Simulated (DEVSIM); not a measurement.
System: abrupt Si n-p junction, at 300 K.

| layer (left to right) | material | thickness (μm) | Nd (cm⁻³) | Na (cm⁻³) | τn (s) | τp (s) |
|---|---|---|---|---|---|---|
| 1 | Si | 96.0 | 1.3e15 | - | 0.00039 | 0.00039 |
| 2 | Si | 0.570 | - | 3.7e14 | 0.00039 | 0.00039 |

Left contact: ohmic. Right contact: ohmic. Voltage is applied to the left contact. Recombination: SRH at mid-gap, Auger. Mobility is constant in doping.

This is a model device: material constants are rounded textbook-type values typed into the input, and sizes, dopings and lifetimes were drawn at random. Values at 300 K.

```
parameter           Si
-------------  -------
gap (eV)         1.124
affinity (eV)     4.05
permittivity      11.7
Nc (cm⁻³)      2.86e19
Nv (cm⁻³)       3.1e19
μn (cm²/Vs)       1417
μp (cm²/Vs)        470
Cn (cm⁶/s)     2.8e-31
Cp (cm⁶/s)     9.9e-32
```

Model (solved in DEVSIM): 1D drift-diffusion, Boltzmann statistics, complete ionisation; no tunnelling, impact ionisation, image-force lowering or self-heating.

Tabulate band edges, carrier densities and field at 20.0 V on the left contact.

Energies count from the Fermi level of the right contact; mesh points crowd at the junctions.

```json
[
 {"x (μm)": "0.000", "Ec (eV)": "-19.742", "Ev (eV)": "-20.866", "n (cm⁻³)": "1.3e15", "p (cm⁻³)": "89000", "field (V/cm)": "≈ 0"},
 {"x (μm)": "0.03491", "Ec (eV)": "-19.742", "Ev (eV)": "-20.866", "n (cm⁻³)": "1.3e15", "p (cm⁻³)": "89000", "field (V/cm)": "≈ 0"},
 {"x (μm)": "0.1206", "Ec (eV)": "-19.742", "Ev (eV)": "-20.866", "n (cm⁻³)": "1.3e15", "p (cm⁻³)": "89000", "field (V/cm)": "≈ 0"},
 {"x (μm)": "0.3307", "Ec (eV)": "-19.742", "Ev (eV)": "-20.866", "n (cm⁻³)": "1.3e15", "p (cm⁻³)": "89000", "field (V/cm)": "≈ 0"},
 {"x (μm)": "1.183", "Ec (eV)": "-19.742", "Ev (eV)": "-20.866", "n (cm⁻³)": "1.3e15", "p (cm⁻³)": "88000", "field (V/cm)": "≈ 0"},
 {"x (μm)": "2.937", "Ec (eV)": "-19.742", "Ev (eV)": "-20.866", "n (cm⁻³)": "1.3e15", "p (cm⁻³)": "87000", "field (V/cm)": "≈ 0"},
 {"x (μm)": "7.240", "Ec (eV)": "-19.742", "Ev (eV)": "-20.866", "n (cm⁻³)": "1.3e15", "p (cm⁻³)": "82000", "field (V/cm)": "≈ 0"},
 {"x (μm)": "23.69", "Ec (eV)": "-19.742", "Ev (eV)": "-20.866", "n (cm⁻³)": "1.3e15", "p (cm⁻³)": "66000", "field (V/cm)": "≈ 0"},
 {"x (μm)": "55.23", "Ec (eV)": "-19.742", "Ev (eV)": "-20.866", "n (cm⁻³)": "1.3e15", "p (cm⁻³)": "36000", "field (V/cm)": "≈ 0"},
 {"x (μm)": "80.06", "Ec (eV)": "-19.742", "Ev (eV)": "-20.866", "n (cm⁻³)": "1.3e15", "p (cm⁻³)": "12000", "field (V/cm)": "≈ 0"},
 {"x (μm)": "89.52", "Ec (eV)": "-19.742", "Ev (eV)": "-20.866", "n (cm⁻³)": "1.3e15", "p (cm⁻³)": "2400", "field (V/cm)": "≈ 0"},
 {"x (μm)": "94.03", "Ec (eV)": "-15.579", "Ev (eV)": "-16.703", "n (cm⁻³)": "610000", "p (cm⁻³)": "120", "field (V/cm)": "41000"},
 {"x (μm)": "95.21", "Ec (eV)": "-9.364", "Ev (eV)": "-10.488", "n (cm⁻³)": "380000", "p (cm⁻³)": "130", "field (V/cm)": "65000"},
 {"x (μm)": "95.69", "Ec (eV)": "-6.028", "Ev (eV)": "-7.152", "n (cm⁻³)": "330000", "p (cm⁻³)": "130", "field (V/cm)": "74000"},
 {"x (μm)": "95.93", "Ec (eV)": "-4.240", "Ev (eV)": "-5.364", "n (cm⁻³)": "310000", "p (cm⁻³)": "130", "field (V/cm)": "79000"},
 {"x (μm)": "95.98", "Ec (eV)": "-3.782", "Ev (eV)": "-4.906", "n (cm⁻³)": "300000", "p (cm⁻³)": "130", "field (V/cm)": "80000"},
 {"x (μm)": "96.01", "Ec (eV)": "-3.572", "Ev (eV)": "-4.696", "n (cm⁻³)": "300000", "p (cm⁻³)": "130", "field (V/cm)": "80000"},
 {"x (μm)": "96.06", "Ec (eV)": "-3.197", "Ev (eV)": "-4.321", "n (cm⁻³)": "300000", "p (cm⁻³)": "130", "field (V/cm)": "80000"},
 {"x (μm)": "96.22", "Ec (eV)": "-1.899", "Ev (eV)": "-3.023", "n (cm⁻³)": "310000", "p (cm⁻³)": "140", "field (V/cm)": "79000"},
 {"x (μm)": "96.42", "Ec (eV)": "-0.344", "Ev (eV)": "-1.468", "n (cm⁻³)": "310000", "p (cm⁻³)": "150", "field (V/cm)": "78000"},
 {"x (μm)": "96.52", "Ec (eV)": "0.452", "Ev (eV)": "-0.672", "n (cm⁻³)": "310000", "p (cm⁻³)": "1.6e8", "field (V/cm)": "77000"},
 {"x (μm)": "96.57", "Ec (eV)": "0.831", "Ev (eV)": "-0.293", "n (cm⁻³)": "310000", "p (cm⁻³)": "3.7e14", "field (V/cm)": "77000"}
]
```
